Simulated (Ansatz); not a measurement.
# A computed series for hypothetical CdI2 type TeS2: response to strain

Base system: TeS$_{2}$ in the CdI2 type structure (space group P-3m1, No. 164; a hypothetical phase, not in the database extracts checked; layered, stacked along the Cartesian z axis).

```
TeS2
1.0
    3.79196     0.00000     0.00000
   -1.89598     3.28393     0.00000
    0.00000     0.00000     5.70049
Te S
1 2
Direct
  0.00000   0.00000   0.00000
  0.33333   0.66667   0.27251
  0.66667   0.33333   0.72749
```

Cartesian axes are those of the cell as printed.

Strains are applied to the cell and any free atomic positions relax; under biaxial strain the out-of-plane vector relaxes too; under stress the whole cell relaxes.

Computed with DFT with PBE-D3(BJ), PAW potentials and a 420 eV plane-wave cutoff in Ansatz (a first-principles code), spin-orbit coupling left out.

Notes on the quantities. energy relative to the base: free energy F.

```csv
variant,band gap,energy relative to the base,space group,volume per atom
base,0.12 eV,0 meV/atom,P-3m1 (No. 164),23.66 Å³
"biaxial strain −0.67 %, plane normal [001], relaxed out of plane",0.24 eV,–,P-3m1 (No. 164),23.49 Å³
isotropic strain −2.68 %,0.14 eV,+20 meV/atom,P-3m1 (No. 164),21.81 Å³
isotropic strain −0.61 %,0.17 eV,+1.0 meV/atom,P-3m1 (No. 164),23.23 Å³
isotropic strain +0.84 %,0.06 eV,+1.7 meV/atom,P-3m1 (No. 164),24.26 Å³
isotropic strain +2.15 %,zero,+11 meV/atom,P-3m1 (No. 164),25.22 Å³
uniaxial strain ε_yy = +2.13 %,zero,+3.3 meV/atom,C2/m (No. 12),24.17 Å³
"uniaxial stress, 3 GPa tension along x",zero,+9.3 meV/atom,C2/m (No. 12),23.94 Å³
"uniaxial stress, 2 GPa tension along x",zero,+3.9 meV/atom,C2/m (No. 12),23.86 Å³
"uniaxial stress, 5 GPa compression along x",0.18 eV,+18 meV/atom,C2/m (No. 12),23.10 Å³
```

The mesh was chosen for an insulator and is coarse for the gapless case. With Te present, leaving out spin-orbit coupling can change the band edges. Beyond what the load breaks, stability against distortions was not tested. The final runs are not spin-polarised. A zero or small gap of TeS2 can be the functional's error rather than a property of the material.
